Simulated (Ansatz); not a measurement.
Consider Ge in the diamond structure (space group Fd-3m, No. 227).

```yaml
crystal:
  lattice:
    - [0.00000, 2.83808, 2.83808]
    - [2.83808, 0.00000, 2.83808]
    - [2.83808, 2.83808, 0.00000]
  atoms:
    - { symbol: Ge, position: [0.00000, 0.00000, 0.00000] }
    - { symbol: Ge, position: [0.25000, 0.25000, 0.25000] }
```

Cartesian axes are those of the cell as printed.

All numbers come from DFT with PBEsol, PAW potentials and a 420 eV plane-wave cutoff in Ansatz (a first-principles code), no spin-orbit coupling.

Before the change:

The pressure is 0.0 GPa, the shortest interatomic distance is 2.458 Å and the band gap comes out as zero.

Perturbation: uniaxial strain ε_zz = +3.00 %, all other strain components held at zero; the atoms relax in the strained cell.

Task: What happens to the pressure?

Result: The pressure (mean of the normal stresses, compression positive) goes from zero to -1.8 GPa.

Task: Estimate the effect on the energy relative to the base.

Result: The energy goes up by 7.1 meV/atom.

Task: How does this affect the shortest interatomic distance?

Result: The shortest interatomic distance goes up by 0.025 Å to 2.483 Å.

Task: How does this affect the band gap?

Result: The band gap remains zero.

Whether these cells are dynamically stable was not tested. A zero or small gap of Ge can be the functional's error rather than a property of the material.
